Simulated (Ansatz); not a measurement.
# What biaxial strain −4.07 %, plane normal [001], relaxed out of plane does to Ti3Al

Base system: Ti3Al (space group P6_3/mmc, No. 194; a = 5.747 Å, c = 4.632 Å). Axes: x lies along a and z along c of the hexagonal cell.

One thing is altered: biaxial strain −4.07 %, plane normal [001], relaxed out of plane (Cartesian); in-plane vectors clamped, the third vector and the atoms free.

The values are results of r2SCAN (Ansatz, a quantum-chemistry and plane-wave program, PAW, no SOC), earlier PAW set, not measurements. Settings: 10×10×10 k-points, 0.05 eV Fermi–Dirac smearing.

```tsv
quantity	base	changed	shift
volume per atom	16.56 Å³	15.55 Å³	-1.01 Å³
shortest interatomic distance	2.813 Å	2.697 Å	-0.116 Å
energy relative to the base (free energy F)	0 meV/atom	+49 meV/atom	+49 meV/atom
pressure (mean of the normal stresses, compression positive)	0.0 GPa	8.5 GPa	+8.5 GPa
band gap	zero	zero	–
out-of-plane strain (rough)	–	+2.05 %	–
```

Final structure (turned so that z lies along the plane normal):

```
CELL_PARAMETERS angstrom
      5.51345     0.00000     0.00000
      2.75673     4.77479     0.00000
      0.00000     0.00000     4.72692
ATOMIC_POSITIONS crystal
  Ti 0.82975 0.82975 0.25000
  Ti 0.17025 0.65950 0.75000
  Ti 0.34050 0.82975 0.25000
  Ti 0.17025 0.17025 0.75000
  Ti 0.82975 0.34050 0.25000
  Ti 0.65950 0.17025 0.75000
  Al 0.33333 0.33333 0.25000
  Al 0.66667 0.66667 0.75000
```

Without a gap, meshes like the base's 10×10×10 leave anisotropic stresses uncertain by several tenths of a GPa, and small strain energies with them. Whether these cells are dynamically stable was not tested. All final runs are without spin polarisation.
